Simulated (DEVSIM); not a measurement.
System: Schottky contact on n-type Si, at 300 K.

Layer 1 from the left is Si, thickness (μm) 1.60, Nd (cm⁻³) 1.8e16, τn (s) 4.6e-5, τp (s) 4.6e-5.

Left contact: Schottky, work function 4.8 eV, emission velocity 2.4e6 cm/s. Right contact: ohmic. Voltage is applied to the left contact. Recombination: SRH at mid-gap. Mobility is constant in doping.

The device is made up for the run: typed textbook-type constants, with dimensions and the other settings drawn at random. Values at 300 K.

Si: gap (eV) 1.124, affinity (eV) 4.05, permittivity 11.7, Nc (cm⁻³) 2.86e19, Nv (cm⁻³) 3.1e19, μn (cm²/Vs) 1417, μp (cm²/Vs) 470.

Model (solved in DEVSIM): 1D drift-diffusion, Boltzmann statistics, complete ionisation; no tunnelling, impact ionisation, image-force lowering or self-heating. Metal contacts follow the ideal Schottky-Mott rule: no Fermi-level pinning, no interface dipoles.

Dark forward current:

```csv
|V| (V),|J| (A/cm²)
0.05,1.584e-5
0.10,0.0001251
0.15,0.0008795
0.20,0.006082
0.25,0.04193
0.30,0.2885
0.35,1.976
0.40,13.29
0.45,81.46
0.50,361.5
0.55,976.6
0.60,1839
0.65,2840
```

Problem. Work out the local ideality factor n = ΔV / (kT/q · ln(J2/J1)) between the rows 0.15 and 0.20 V, 0.60 and 0.65 V.

Solution. kT/q = 25.85 mV. From 0.15 to 0.20 V: ln(0.006082/0.0008795) = 1.934, n = 1.00, near the 1 of diffusion or emission over a barrier. From 0.60 to 0.65 V: ln(2840/1839) = 0.435, n = 4.45; the layers' resistance at their doping, Σ W/(qμN) = 3.9e-5 Ω cm², would take 39 mV of this step of 50 mV.

Problem. Estimate the current at 0.25 V for emission alone, J0 = q v N_band exp(−φB/kT), and read the barrier back from the simulated current.

Solution. φB = 0.750 eV, N_band = 2.86e19 cm⁻³, J0 = 2.76e-6 A/cm²; J = J0 (exp(qV/kT) − 1) = 0.0438 A/cm². The simulation gives 0.0419 A/cm²; the estimate lies 4.3 % above. Read backwards, the simulated current gives an apparent barrier of 0.751 eV. The estimate leaves out transport through the depletion region and minority injection.
